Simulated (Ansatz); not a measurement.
# (NH4)2SiF6 (model structure, started from the SnH8(NCl3)2 type, Fm-3m, No. 225, 17 atoms in the cell): band gap by level of theory

No measured value is used here.

```tsv
level (code)	value (eV)
LDA (Ansatz)	6.42 (direct)
PBE (Ansatz)	6.64 (direct)
PBEsol (Ansatz)	6.57 (direct)
r²SCAN (Ansatz)	7.42 (direct)
HSE06 (Ansatz)	(withheld)
```

Q: Fill in the missing entries.

A: 
- HSE06 (Ansatz, an electronic-structure program), value (eV): 8.89 (direct)

Computed values are for a static lattice.  Values are at the PBE-D3(BJ) cell. Cutoffs and k meshes differ between the levels. Ansatz's density-functional and Hartree–Fock values are scalar-relativistic unless marked +SOC, with PAW data made under PBE.

A model structure was made by putting elements into a prototype or built by hand; it is no filed structure, need not be a known phase, and can be a saddle point held by its symmetry.
